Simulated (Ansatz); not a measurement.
We consider L1₂ (Cu3Au-type) Ni3Al, described by r²SCAN-D4 in Ansatz (PAW).

Numerical settings: plane-wave cutoff 560 eV, 16×16×16 k mesh, Fermi–Dirac smearing 0.05 eV, spin-polarised with parallel moments, scalar-relativistic PAW data made under PBE.

Properties against volume:

```
V (Å³/atom)  P (GPa)  moment (μB per cell of 4 atoms)
-----------  -------  -------------------------------
10.205         14.83                             0.85
10.422          9.33                             0.86
10.639          4.40                             0.87
10.856          0.01                             0.88
11.073         -3.93                             0.89
11.290         -7.44                             0.90
11.507        -10.58                             0.92
```

Note: moments this small hang on the smearing and the k mesh.

Ansatz is an electronic-structure program.
